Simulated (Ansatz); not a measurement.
Fermi-surface data of PtSn$_{2}$ (Fm-3m)

Given:

```yaml
crystal:
  lattice:
    - [0.00000, 3.22614, 3.22614]
    - [3.22614, 0.00000, 3.22614]
    - [3.22614, 3.22614, 0.00000]
  atoms:
    - { symbol: Sn, position: [0.75000, 0.75000, 0.75000] }
    - { symbol: Sn, position: [0.25000, 0.25000, 0.25000] }
    - { symbol: Pt, position: [0.00000, 0.00000, 0.00000] }
```

The numbers are results of r2SCAN, rigid bands (plane waves, PAW, scalar-relativistic; Ansatz, a first-principles code), not measurements. Condition of this run: functional r2SCAN on the same cell. How the cell was made: cell and atoms relaxed with PBEsol.

| Item | Value |
|---|---|
| density of states at the Fermi level | 0.892 states/(eV·cell), both spins |
| bare Sommerfeld coefficient | 0.70 mJ/(mol of atoms·K²) |
| Drude plasma energy | 5.9 eV |
| root-mean-square Fermi velocity | 1.0e6 m/s |
| resistivity times τ | 14.0 ×10⁻²² Ω·m·s |

A metal at this level (no band gap); rigid bands, thermally averaged at 300 K, both spins. Spin-orbit coupling is left out, which matters with elements this heavy. τ is one relaxation time for all states.

Formula and space group known from diffraction (Crystallography Open Database), not checked to be the room-temperature form: PtSn2 (Fm-3m).
